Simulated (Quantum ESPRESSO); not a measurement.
Input and output of a self-consistent single point for Sc (P-1, 2 atoms in the cell) (Quantum ESPRESSO).

Computed with PBEsol, GBRV 1.5 ultrasoft (PBESOL) pseudopotentials (plane waves; Quantum ESPRESSO).

```xyz
2
Lattice="3.2912 0.0000 0.0000 -1.6456 2.8503 0.0000 0.0000 0.0000 5.3326" Properties=species:S:1:pos:R:3 pbc="T T T"
Sc     0.0546     1.9107     1.2795
Sc     1.5910     0.9396     4.0531
```
Moments meant for the start (each program seeds them in its own way; μB, in the order of the atoms Sc Sc): 1.0 1.0.

Reference input (self-consistent single point, DFT, PBEsol, plane waves, GBRV 1.5 ultrasoft (PBESOL) pseudopotentials): ecutwfc = 50 Ry; ecutrho = 400 Ry; occupations = smearing; smearing = methfessel-paxton; degauss = 0.0073499 Ry; nspin = 2; potentials = {Sc: sc_pbesol_v1.uspp.F.UPF}; K_POINTS = automatic 6 6 4 0 0 0; conv_thr = 1e-11 Ry; mixing_beta = 0.3. This run's input differs from it in these lines:

```diff
@@ -31,3 +31,3 @@
 K_POINTS {automatic}
-6 6 4  0 0 0
+8 8 4  0 0 0
 CELL_PARAMETERS {angstrom}
```

Output, abridged:

```
     Self-consistent Calculation

     iteration #  1     ecut=    50.00 Ry     beta= 0.30

---- Real-time Memory Report at c_bands before calling an iterative solver
           197 MiB given to the printing process from OS
           163 MiB allocation reported by mallinfo(arena+hblkhd)
------------------

     Threshold (ethr) on eigenvalues was too large:
     Diagonalizing with lowered threshold

---- Real-time Memory Report at c_bands before calling an iterative solver
           325 MiB given to the printing process from OS
           175 MiB allocation reported by mallinfo(arena+hblkhd)
------------------

   [... lines left out ...]
     estimated scf accuracy    <          5.7E-11 Ry

     total magnetization       =     0.00 Bohr mag/cell
     absolute magnetization    =     0.00 Bohr mag/cell

     iteration # 69     ecut=    50.00 Ry     beta= 0.30

---- Real-time Memory Report at c_bands before calling an iterative solver
           347 MiB given to the printing process from OS
           197 MiB allocation reported by mallinfo(arena+hblkhd)
------------------

     Magnetic moment per site  (integrated on atomic sphere of radius R)
     atom   1 (R=0.393)  charge=  9.5468  magn=  0.0001
     atom   2 (R=0.393)  charge=  9.5468  magn=  0.0001
     End of self-consistent calculation

     the Fermi energy is     8.9740 ev

!    total energy              =    -188.48188998 Ry
     estimated scf accuracy    <          9.6E-12 Ry
     smearing contrib. (-TS)   =       0.00008036 Ry
     internal energy E=F+TS    =    -188.48197034 Ry

     total magnetization       =     0.00 Bohr mag/cell
     absolute magnetization    =     0.00 Bohr mag/cell

     convergence has been achieved in  69 iterations

     Forces acting on atoms (cartesian axes, Ry/au):

     atom    1 type  1   force =    -0.00617191   -0.00086777    0.01306706
     atom    2 type  1   force =     0.00617191    0.00086777   -0.01306706

     Total force =     0.020474     Total SCF correction =     0.000003

          total   stress  (Ry/bohr**3)                   (kbar)     P=      -28.31
  -0.00013811  -0.00003543  -0.00001165          -20.32       -5.21       -1.71
  -0.00003543  -0.00012169  -0.00000039           -5.21      -17.90       -0.06
  -0.00001165  -0.00000039  -0.00031747           -1.71       -0.06      -46.70

   JOB DONE.
```

The run converged in 69 iterations. Against the reference run the free energy rises by 2.3 meV/atom, the pressure hardly changes (-2.75 to -2.83 GPa) and the largest force moves little (0.378 to 0.372 eV/Å).

The starting cell comes from a database of computed structures (which also holds hypothetical and non-ambient phases and stackings), without a prior relaxation at this level. Its atoms were displaced at random from the sites of space group no. 194. The starting moments vanished: the run ended non-magnetic.

Cost on one core of a shared machine: roughly 20 min.
